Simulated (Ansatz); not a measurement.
Structure of amorphous Al28O43K2 (periodic cell):

```xyz
73
Lattice="9.0002 -0.2511 0.0440 -0.2511 9.6454 -0.0605 0.0440 -0.0605 9.5828" Properties=species:S:1:pos:R:3 pbc="T T T"
Al     5.7031     8.3973     3.3690
Al     7.2008     6.9489     1.1797
Al     2.2165     3.5393     1.5182
Al     7.8366     3.1133     5.9314
Al     6.6430     5.7408     4.3421
Al     2.8933     7.6066     8.5714
Al     4.5280     6.6087     5.9761
Al     6.4766     4.7892     8.5366
Al     6.5371     0.5370     0.9093
Al     6.6952     2.1107     3.2467
Al     8.1963     2.8029     0.8650
Al     3.8995     3.8752     3.8510
Al     0.9142     3.0650     8.1617
Al     0.6024     4.0474     3.7550
Al     7.7954     7.5617     6.6397
Al     5.7742     0.6769     6.0154
Al     0.0367     5.9057     8.5997
Al     4.6407     3.4784     6.9997
Al     4.3138     6.2761     1.3735
Al     4.8430     3.2403     1.0078
Al     2.0564     5.6025     6.5301
Al     3.6565     1.2068     8.6120
Al     2.1539     2.1391     5.7345
Al     5.5916     8.5294     8.5509
Al     1.5014     7.1028     4.4604
Al     1.3135     6.6362     1.6241
Al     1.4849     8.8152     6.6081
Al     8.2218     0.4967     8.0994
O      0.1812     7.7609     5.4419
O      0.5784     2.9337     5.2368
O      8.4449     2.0994     7.4479
O      6.5253     9.3055     7.2075
O      4.8326     1.5948     7.2115
O      4.4935     7.6838     2.3619
O      2.8240     7.3693     5.6912
O      0.8590     4.6727     7.5050
O      2.2819     3.0533     3.2492
O      6.4319     3.9867     6.8191
O      3.3868     2.2211     0.6622
O      4.9780     3.8168     8.8504
O      6.5826     0.3119     2.6920
O      2.0544     0.4252     5.4536
O     -0.1045     6.9110     0.6031
O      7.8580     4.4676     4.5406
O      5.0312     9.0877     4.8345
O      1.4731     6.9211     7.7693
O      7.0106     7.0444     3.0164
O      5.1346     2.9112     3.0193
O      8.3558     2.6658     2.6944
O      0.9610     3.1146     0.3292
O      4.8443     5.4196     4.3629
O      4.5209     7.3853     7.8272
O      6.6734     8.4106     0.3291
O      2.7764     6.8090     0.5317
O      5.8982     5.8760     0.5918
O      1.1082     4.9826     2.1639
O     -0.0934     9.0562     7.4634
O      6.8500     1.7970     5.0728
O      3.7739     4.6053     1.7511
O      7.9723     4.2206     9.3753
O      8.1557     0.9924     0.2128
O      1.4386     7.7970     2.8925
O      7.5377     6.3032     7.9141
O      6.4030     2.3786     1.0668
O      1.5694     5.3575     4.7864
O      5.0573     0.2108     9.4903
O      3.7559     5.1636     6.8409
O      3.6816     3.0443     5.4266
O      6.3637     6.9203     5.6825
O      2.5444     9.2826     8.1308
O      2.3585     2.2625     7.5881
K      0.1740     0.3487     3.6105
K      3.3788     0.3726     2.8942
```

Computed with PBE, scalar-relativistic without spin-orbit coupling (plane waves to 420 eV, PAW; Ansatz, a program for electronic structure).

A CHGNet melt-quench gave the starting glass, which DFT then relaxed. O atoms were pushed apart under 1.9 Å during the dynamics, to hinder bonds among them. The hot cell started wider than the set density and was brought back towards it in steps. It is the lowest in DFT energy of 2 quenches. It is a model cell: composition and starting density were chosen by hand, and all elements were melted together. No dispersion term was used. Its density started from a set value of 3.04 and ended at 3.04 g/cm³. The simulated quench (nominally 340 K/ps over its main leg) is rapid and tends to freeze in more defects than a deposited or slowly cooled glass has. A cell of this size samples the disorder only roughly. Volume and shape were free in the relaxation.

Bonds are counted up to Al-Al 2.66 Å, Al-O 2.38 Å, Al-K 3.56 Å, O-O 1.58 Å, O-K 3.23 Å, K-K 4.47 Å. Two cations that share two anions don't count as bonded, nor two that share one unless they lie closer than Al-Al 2.59 Å, Al-K 3.47 Å, K-K 4.34 Å.

Give the coordination numbers, mean bond lengths and angles.


The mean coordination of Al by anions is 4.64 (12 with 4, 14 with 5, 2 with 6). The mean coordination of O comes out as 3.37 (28 with 3, 14 with 4, 1 with 5) and the mean coordination of K by anions is 7.50 (1 with 7, 1 with 8). The mean Al-O bond is 1.861 Å (spread 0.105 Å, 130 counted), the mean O-K bond comes out as 2.913 Å (spread 0.165 Å, 15 counted) and the bond angle at Al comes out as mean 107.1°, spread 23.8°. The bond angle at O is mean 112.1°, spread 18.6°. The bond angle at K is mean 97.9°, spread 35.0°.

List the pairs of like atoms that count as bonded by the rules above.

There are none by these rules.
